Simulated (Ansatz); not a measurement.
Start from BeSe in the zinc blende structure (space group F-43m, No. 216; a = 5.129 Å).

Level of theory: PBEsol (Ansatz, a quantum-chemistry and plane-wave program, PAW, no SOC).

One change was made to it. Results:

The lattice parameter a falls by 0.231 Å, from 5.129 Å to 4.898 Å; the band gap becomes zero (base: 2.47 eV).

Question: Which of these changes matches the shifts?
A) Be → Sn
B) Be → Mg
C) Be → B

Answer: C, Be → B. For comparison, the lattice parameter a in the other runs: Be → Sn gives 6.657 Å; Be → Mg gives 5.937 Å.

Whether these cells are dynamically stable was not tested. As relaxed here, BSe and SnSe are hypothetical phases, not in the database extracts checked. For MgSe in this form, whether it has been made was not checked. The final runs are not spin-polarised. An odd electron count without spin: BSe. This is not the structure that MgSe has at room temperature and ambient pressure. A zero or small gap of SnSe can be the functional's error rather than a property of the material.
